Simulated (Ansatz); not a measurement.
The reference is BeTe in the zinc blende structure (space group F-43m, No. 216; a = 5.657 Å).

Modification: an isotropic linear strain of +4.67 %, atoms relaxed at fixed cell.

Levels (all Ansatz, a program for electronic structure, PAW): r2SCAN (500 eV, no spin-orbit coupling); HSE06+SOC (420 eV, with spin-orbit coupling).

The geometry is relaxed with r2SCAN.

- r2SCAN lowest conduction level above the VBM at special points = X 2.66 eV; L 3.14 eV; K 3.26 eV; Γ 3.39 eV
- r2SCAN valence-band top at Γ = 0.00, 0.00, 0.00 eV

**Question.** Predict the lowest conduction level above the VBM at special points and valence-band top at Γ from HSE06+SOC.

**Answer.** The lowest conduction level above the VBM at special points changes from X 2.66 eV; L 3.14 eV; K 3.26 eV; Γ 3.39 eV to X 2.69 eV; L 3.18 eV; K 3.30 eV; Γ 3.38 eV; the valence-band top at Γ (three highest Kramers pairs, from the VBM) changes from 0.00, 0.00, 0.00 eV to 0.00, 0.00, -0.97 eV. The threefold valence maximum splits by Δso ≈ 0.97 eV.

Single points use the geometry relaxed with r2SCAN. HSE06 gaps are upper bounds (no full band path). The spin-orbit shifts are approximate. With Te present, leaving out spin-orbit coupling can change the band edges. The levels and masses belong to the bands next to the band gap. Whether these cells are dynamically stable was not tested.
